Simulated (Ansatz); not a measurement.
A computed series for AlN: response to strain

The parent structure is AlN in the zinc blende structure (space group F-43m, No. 216).

```
AlN
1.0
    0.00000     2.18887     2.18887
    2.18887     0.00000     2.18887
    2.18887     2.18887     0.00000
Al N
1 1
Direct
  0.00000   0.00000   0.00000
  0.25000   0.25000   0.25000
```

Cartesian axes are those of the cell as printed.

Strains are applied to the cell and any free atomic positions relax; under biaxial strain the out-of-plane vector relaxes too.

Method: Ansatz (a first-principles code), PBEsol, PAW, cutoff 420 eV, spin-orbit coupling left out.

Notes on the quantities. energy relative to the base: free energy F.

| biaxial strain, plane normal [001], relaxed out of plane (%) | energy relative to the base (meV/atom) |
|---|---|
| 0 | 0.0 |
| 0.5 | 0.4 |
| 1 | 1.7 |
| 1.5 | 3.8 |
| 2 | ? |
| 2.5 | 10.2 |
| 3 | 14.4 |

Question: Fit ΔE = Aε² + Bε³ (ε in %) to the rows shown and predict the withheld row.

Answer: Least squares on the printed values gives A = 1.77 and B = -0.058 meV/atom (largest residual 0.0 meV/atom); this predicts 6.6 meV/atom, and the run gives 6.6 meV/atom, in agreement.

Whether these cells are dynamically stable was not tested. This is not the structure that AlN has at room temperature and ambient pressure.
